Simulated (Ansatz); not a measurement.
The parent structure is BeTe in the zinc blende structure (space group F-43m, No. 216; a = 5.6569 Å).

One thing is altered: a hydrostatic pressure of 7 GPa.

Levels (all Ansatz, an electronic-structure program, PAW): r2SCAN (500 eV, no SOC); HSE06 (420 eV, without spin-orbit coupling).

The geometry is relaxed with r2SCAN.

- r2SCAN lowest conduction level above the VBM at special points: X 2.12 eV; K 2.94 eV; U 2.94 eV; Γ 3.93 eV

Task: Predict the lowest conduction level above the VBM at special points from HSE06.

Result: The lowest conduction level above the VBM at special points changes from X 2.12 eV; K 2.94 eV; U 2.94 eV; Γ 3.93 eV to X 2.43 eV; K 3.28 eV; U 3.28 eV; Γ 4.38 eV.

Single points use the geometry relaxed with r2SCAN. Their cutoffs differ, which shifts pressures a little. HSE06 was sampled on its mesh, a few special points and the semilocal edge points, so its gap is an upper bound. The levels and masses belong to the bands next to the band gap. Load acts through the strain it causes; cell and atoms are relaxed under it. Stability against distortions was not tested. Competing high-pressure phases were not computed.
